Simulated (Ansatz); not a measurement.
Start from CaO in the rock salt structure (space group Fm-3m, No. 225; a = 4.795 Å). Axes: x, y, z lie along the cube axes.

Computed with Ansatz (a first-principles code) r2SCAN, without spin-orbit coupling.

Perturbation: the cell is stretched by 4.33 % along x with no lateral relaxation; the atoms relax in the strained cell.

Problem. Predict the stress tensor and what it implies for the stiffness.

Solution. Stress of the strained cell less that of the base (GPa, compression positive):
```
  -7.65    0.00    0.00
   0.00   -2.35    0.00
   0.00    0.00   -2.35
```

Then −Δσ_ii/ε with ε = 0.0433 gives secant stiffness values (nonlinear terms included at this strain): C11 ≈ 177 GPa, C12 ≈ 54 GPa and C13 ≈ 54 GPa.

As a check, the harmonic strain energy −½ V₀ Δσ:ε is 14 meV/atom; the computed energy rise is 16 meV/atom.

Stability against distortions was not tested.
